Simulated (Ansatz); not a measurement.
A computed series for SrZrO3: pressure series

Base system: SrZrO$_{3}$ (space group Imma, No. 74; a = 5.795 Å, b = 8.135 Å, c = 5.814 Å; a cell from a computed database, its experimental status unchecked).

Cell and atoms are relaxed at each pressure.

Computed with Kohn–Sham DFT with the PBEsol functional, run in Ansatz (a program for electronic structure) with PAW and 420 eV plane waves, no spin-orbit coupling.

| P (GPa) | V (Å³/atom) |
|---|---|
| -2.00 | 13.883 |
| -1.00 | 13.792 |
| 0.30 | 13.678 |
| 0.70 | 13.644 |
| 1.50 | 13.577 |
| 3.00 | 13.456 |
| 5.00 | 13.302 |
| 7.50 | 13.122 |
| 10.00 | 12.953 |

Q: Fit a third-order Birch–Murnaghan equation of state.

A: Least squares on P(V) = (3B₀/2)[(V₀/V)^(7/3) − (V₀/V)^(5/3)]·[1 + (3/4)(B₀′ − 4)((V₀/V)^(2/3) − 1)] gives V₀ = 13.70 Å³/atom, B₀ = 158 GPa and B₀′ = 4.1.

Between the base and pressure 10 GPa the gap moves from 3.59 eV to 3.73 eV, a mean slope of 14 meV/GPa.

Load acts through the strain it causes; cell and atoms are relaxed under it. Stability against distortions was not tested. No other phases were tried under pressure.
